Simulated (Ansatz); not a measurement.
For PtAu (model structure, Pm-3m, No. 221, 2 atoms in the cell), LDA in Ansatz (plane waves, PAW) gives:

* **lattice parameter a**: 3.153 Å
* **bulk modulus B0**: 242 GPa

Problem. What does PBE in Ansatz (plane waves, PAW) give for the same quantities?

Solution. 
- lattice constant a: 3.226 Å (rises by 2.3 %)
- bulk modulus: 186 GPa (decreases by 23 %)

Changes are worked out from the printed values.

Unless a cell is named, each level is at its own relaxed cell (LDA 15.67, PBE 16.79 Å³/atom).

Levels without +SOC leave out spin–orbit coupling, which shifts energies and cells of such heavy elements.

Caveats: the bulk modulus is −V dP/dV from two relaxed cells at ±2 % in volume (LDA, PBE). Ansatz's density-functional and Hartree–Fock values are scalar-relativistic unless marked +SOC, with PAW data made under PBE.

A model structure was made by putting elements into a prototype or built by hand; it is no filed structure, need not be a known phase, and can be a saddle point held by its symmetry.

Ansatz is a program for electronic structure.
